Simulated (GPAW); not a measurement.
# GPAW run on Ga3P (I4/mmm, 4 atoms in the cell): self-consistent single point

Computed with PBEsol, GPAW PAW datasets PBEsol (made by gpaw-setup) (plane waves; GPAW).

This input was run:

```python
from ase import Atoms
from ase.units import GPa
from gpaw import GPAW

atoms = Atoms(['Ga', 'Ga', 'Ga', 'P'],
              cell=[[-1.883035, 1.883035, 5.193060],
                    [1.883035, -1.883035, 5.193060],
                    [1.883035, 1.883035, -5.193060]],
              scaled_positions=[[0.750000, 0.250000, 0.500000],
                                [0.250000, 0.750000, 0.500000],
                                [0.500000, 0.500000, 0.000000],
                                [0.000000, 0.000000, 0.000000]],
              pbc=True)

calc = GPAW(mode={'name': 'pw', 'ecut': 600},
            xc='PBEsol',
            kpts={'size': (8, 8, 8), 'gamma': True},
            occupations={'name': 'fermi-dirac', 'width': 0.1},
            nbands=-8,
            symmetry={'symmorphic': False, 'tolerance': 0.0005},
            maxiter=120,
            txt='-')

atoms.calc = calc

energy = atoms.get_potential_energy()
print('Energy (eV):', round(energy, 6))
forces = atoms.get_forces()
print('Forces (eV/Ang):')
print(forces.round(5))
stress = atoms.get_stress()
print('Stress (GPa, Voigt):', (stress / GPa).round(4))
```

The program printed (abridged):

```
Input parameters:
  kpts: {gamma: True,
         size: (8, 8, 8)}
  maxiter: 120
  mode: {ecut: 600,
         name: pw}
  nbands: -8
  occupations: {name: fermi-dirac,
                width: 0.1}
  symmetry: {symmorphic: False,
             tolerance: 0.0005}
  xc: PBEsol

species:
  Ga:
    name: Gallium
    Z: 31.0
    valence: 3
    core: 28
    charge: 0.0
    file: Ga.PBEsol.gz

    # Using partial waves for Ga as LCAO basis

  P:
    name: Phosphorus
    Z: 15.0
    valence: 5
    core: 10
    charge: 0.0
    file: P.PBEsol.gz

    # Using partial waves for P as LCAO basis

Reference energy: -167820.197924  # eV

Spin-paired calculation

Convergence criteria:
 Maximum [total energy] change in last 3 cyles: 0.0005 eV / valence electron
 Maximum integral of absolute [dens]ity change: 0.0001 electrons / valence electron
 Maximum integral of absolute [eigenst]ate change: 4e-08 eV^2 / valence electron
 Maximum number of scf [iter]ations: 120

Symmetries present (total): 16
Symmetries with fractional translations: 0
512 k-points: 8 x 8 x 8 Monkhorst-Pack grid + [1/16,1/16,1/16]
59 k-points in the irreducible part of the Brillouin zone
       k-points in crystal coordinates                weights
   0:     0.00000000    0.00000000    0.00000000          1/512
   1:     0.12500000   -0.12500000    0.00000000          4/512
   2:     0.12500000   -0.12500000    0.12500000          4/512
   [... 7 lines left out ...]
          ...
  58:     0.50000000    0.50000000    0.50000000          1/512

Wave functions: Plane wave expansion
  Cutoff energy: 600.000 eV
  Number of coefficients (min, max): 2440, 2492
  Pulay-stress correction: 0.000000 eV/Ang^3 (de/decut=0.000000)

Occupation numbers: Fermi-Dirac:
  width: 0.1000  # eV

Eigensolver

Densities:
  Coarse grid: 35*35*35 grid
  Fine grid: 70*70*70 grid
  Total Charge: 0.000000

Density mixing:
  Method: separate
  Backend: pulay
  Linear mixing parameter: 0.05
  old densities: 5
  Damping of long wavelength oscillations: 50

Hamiltonian:
  XC and Coulomb potentials evaluated on a 70*70*70 grid
  External potential:
    NoExternalPotential

XC parameters: PBEsol with 2 nearest neighbor stencil

Number of atoms: 4
Number of atomic orbitals: 16
Number of bands in calculation: 15
Number of valence electrons: 14
Bands to converge: occupied

Density initialized from atomic densities
  15 bands from LCAO basis set

Atomic positions and initial magnetic moments

Positions:
   0 Ga    -0.000000    1.883035    2.596530    ( 0.0000,  0.0000,  0.0000)
   1 Ga     1.883035    0.000000    2.596530    ( 0.0000,  0.0000,  0.0000)
   2 Ga     0.000000    0.000000    5.193060    ( 0.0000,  0.0000,  0.0000)
   3 P      0.000000    0.000000    0.000000    ( 0.0000,  0.0000,  0.0000)

Unit cell:
           periodic     x           y           z      points  spacing
  1. axis:    yes   -1.883035    1.883035    5.193060    35     0.1012
  2. axis:    yes    1.883035   -1.883035    5.193060    35     0.1012
  3. axis:    yes    1.883035    1.883035   -5.193060    35     0.0761

  Lengths:   5.836053   5.836053   5.836053
  Angles:  142.352802 142.352802  54.297720

Effective grid spacing dv^(1/3) = 0.1198

     iter     time        total  log10-change:
                         energy   eigst   dens
iter:   1 --:--:--   -15.432373
iter:   2 --:--:--   -15.415942   -2.03  -1.01
iter:   3 --:--:--   -15.345192   -2.23  -1.04
iter:   4 --:--:--   -15.339859   -2.51  -1.37
iter:   5 --:--:--   -15.308371   -3.12  -1.25
iter:   6 --:--:--   -15.305478   -3.93  -1.97
iter:   7 --:--:--   -15.303651c  -4.02  -2.12
iter:   8 --:--:--   -15.303629c  -6.02  -2.83
iter:   9 --:--:--   -15.303610c  -5.61  -2.82
iter:  10 --:--:--   -15.303620c  -6.29  -3.41
iter:  11 --:--:--   -15.303619c  -8.00c -3.71
iter:  12 --:--:--   -15.303620c  -8.59c -3.78
iter:  13 --:--:--   -15.303618c  -7.90c -3.82
iter:  14 --:--:--   -15.303617c  -8.75c -4.09c

Converged after 14 iterations.

Dipole moment: (0.000000, -0.000000, -0.000000) |e|*Ang

Energy contributions relative to reference atoms: (reference = -167820.197924)

Kinetic:        +25.922234
Potential:      -21.367915
External:        +0.000000
XC:             -19.842503
Entropy (-ST):   -0.048336
Local:           +0.008735
SIC:             +0.000000
--------------------------
Free energy:    -15.327785
Extrapolated:   -15.303617

Showing only first 2 kpts
 Kpt  Band  Eigenvalues  Occupancy
  0     5      4.44294    2.00000
  0     6      6.57687    0.15750
  0     7      6.57687    0.15750
  0     8      7.07096    0.00122

  1     5      4.47821    2.00000
  1     6      5.14836    1.99999
  1     7      6.92761    0.00511
  1     8      9.61490    0.00000

Fermi level: 6.33093

No gap
No difference between direct/indirect transitions
Energy (eV): -15.303617

Forces in eV/Ang:
  0 Ga    0.00000   -0.00000    0.00000
  1 Ga    0.00000    0.00000    0.00000
  2 Ga    0.00000    0.00000   -0.00000
  3 P     0.00000    0.00000    0.00000

Stress tensor:
     0.022512     0.000000    -0.000000
     0.000000     0.022512    -0.000000
    -0.000000    -0.000000     0.017899
Stress (GPa, Voigt): [ 3.6068  3.6068  2.8677 -0.     -0.      0.    ]
```

The run converged in 14 iterations. GPAW prints stress with tension positive.

The starting cell comes from a database of computed structures (which also holds hypothetical and non-ambient phases and stackings), without a prior relaxation at this level. With a pressure of about -3 GPa the cell is away from its equilibrium volume at this level. The run gives no clean gap (levels at the Fermi energy touch, overlap or are partly filled at this smearing), which alone does not show that the compound is a metal.

Cost on one core of a shared machine: roughly 50 s.
